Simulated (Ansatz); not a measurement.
The structure below was relaxed with Ansatz (an electronic-structure program) PBEsol, no spin-orbit coupling, earlier PAW set, at pressure 0.7 GPa.

Space group Pnnm (No. 58); a = 4.3607 Å, b = 5.3267 Å, c = 3.3403 Å, α = β = γ = 90.00°

| atom | site | symmetry | x | y | z |
|---|---|---|---|---|---|
| Fe | 2a | ..2/m | 0.0000 | 0.0000 | 0.0000 |
| S | 4g | ..m | 0.2071 | 0.6256 | 0.0000 |

### Question
Write out a cell with all atoms.

### Answer
```xyz
6
Lattice="4.3607 0.0000 0.0000 0.0000 5.3267 0.0000 0.0000 0.0000 3.3403" Properties=species:S:1:pos:R:3 pbc="T T T"
Fe     2.1804     2.6633     1.6701
Fe     0.0000     0.0000     0.0000
S      3.0833     4.6577     1.6701
S      0.9029     3.3323     0.0000
S      3.4578     1.9943     0.0000
S      1.2775     0.6690     1.6701
```
This is the conventional cell.

Load acts through the strain it causes; cell and atoms are relaxed under it. Stability against distortions was not tested. All final runs are without spin polarisation. The cell was made from FeS₂ (space group Pnnm, No. 58; non-magnetic) by this change: pressure 0.7 GPa.
